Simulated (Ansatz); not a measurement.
**Carrier properties of SrO under load (space group Fm-3m)**

Given:

```yaml
crystal:
  lattice:
    - [0.00000, 2.53115, 2.53115]
    - [2.53115, 0.00000, 2.53115]
    - [2.53115, 2.53115, 0.00000]
  atoms:
    - { symbol: Sr, position: [0.00000, 0.00000, 0.00000] }
    - { symbol: O, position: [0.50000, 0.50000, 0.50000] }
```

The numbers are results of r2SCAN, rigid bands (plane waves, PAW, scalar-relativistic; Ansatz, a quantum-chemistry and plane-wave program), not measurements. Condition of this run: hydrostatic pressure of 3.6 GPa (compression positive) (the target of the relaxation). Geometry: cell and atoms relaxed with PBEsol, then loaded as said.

The band gap comes out as 3.77 eV. The electron conductivity mass (300 K, dilute) comes out as 0.51 mₑ and the hole conductivity mass (300 K, dilute) is 1.33 mₑ. The effective density of states N_c (300 K) comes out as 3.2e19 cm⁻³. The effective density of states N_v (300 K) is 3.6e20 cm⁻³ and the density-of-states mass, electrons is 1.16 mₑ. The density-of-states mass, holes is 5.9 mₑ and the Seebeck coefficient, n-type 1e19 cm⁻³, 300 K is -318 μV/K. The best n-type power factor at 300 K for τ = 10 fs (best axis; densities from 1e16 to 1e21 cm⁻³ tried, whether or not they can be reached) is 10.6 μW/(cm·K²) at 1e20 cm⁻³. The Seebeck coefficient, p-type 1e19 cm⁻³, 300 K is 569 μV/K.

Rigid bands; masses and Seebeck coefficients take one relaxation time τ for all states and one kind of carrier; polarons and phonon drag are left out. Spin-orbit coupling is left out; where it splits the top of the valence band, N_v and the p-type Seebeck coefficient come out somewhat high without it. Geometry: cell and atoms relaxed with PBEsol.
